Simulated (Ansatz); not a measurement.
HgS, alloy series

The parent structure is HgS (space group P3_221, No. 154; made of chains).

```yaml
crystal:
  lattice:
    - [4.13867, 0.00000, 0.00000]
    - [-2.06933, 3.58419, 0.00000]
    - [0.00000, 0.00000, 9.40786]
  atoms:
    - { symbol: Hg, position: [0.71009, 0.00000, 0.66667] }
    - { symbol: Hg, position: [0.00000, 0.71009, 0.33333] }
    - { symbol: Hg, position: [0.28991, 0.28991, 0.00000] }
    - { symbol: S, position: [0.49985, 0.00000, 0.16667] }
    - { symbol: S, position: [0.00000, 0.49985, 0.83333] }
    - { symbol: S, position: [0.50015, 0.50015, 0.50000] }
```

The other end (x = 1) is HgO (space group P3_221, No. 154; a model cell, its experimental status unchecked; made of chains): 16.48 Å³/atom, gap 1.44 eV; this end may not be an ambient phase.

O replaces a fraction x of S; each row is one arrangement (x, atoms in the cell, starting space group or random), fully relaxed.

All numbers come from PBEsol, PAW, 420 eV (Ansatz, a first-principles code; no SOC).

Notes on the quantities. deviation of the volume from the linear: Vegard-type) interpolation.

```json
[
 {"change": "base", "band gap": "1.23 eV", "deviation of the volume from the linear": "–"},
 {"change": "x(O) = 0.167, 12 atoms, C2", "band gap": "___", "deviation of the volume from the linear": "___"},
 {"change": "x(O) = 0.333, 12 atoms, C2", "band gap": "1.20 eV", "deviation of the volume from the linear": "+4.4 %"},
 {"change": "x(O) = 0.5, 12 atoms, P2", "band gap": "1.42 eV", "deviation of the volume from the linear": "+8.3 %"},
 {"change": "x(O) = 0.5, 12 atoms, C2", "band gap": "1.05 eV", "deviation of the volume from the linear": "+2.3 %"},
 {"change": "x(O) = 0.667, 12 atoms, P1 (arrangement B)", "band gap": "1.31 eV", "deviation of the volume from the linear": "+2.6 %"},
 {"change": "x(O) = 0.667, 12 atoms, P1 (arrangement A)", "band gap": "1.41 eV", "deviation of the volume from the linear": "+5.0 %"}
]
```

### Question
Some entries are withheld; estimate them.

### Answer

- x(O) = 0.167, 12 atoms, C2, band gap: 1.21 eV
- x(O) = 0.167, 12 atoms, C2, deviation of the volume from the linear: +1.2 %

These are small ordered cells, not random alloys; other orderings at the same x differ. Spin-orbit coupling, missing from the scalar runs, can matter with Hg. Whether these cells are dynamically stable was not tested. No dispersion term is included in the PBEsol runs.
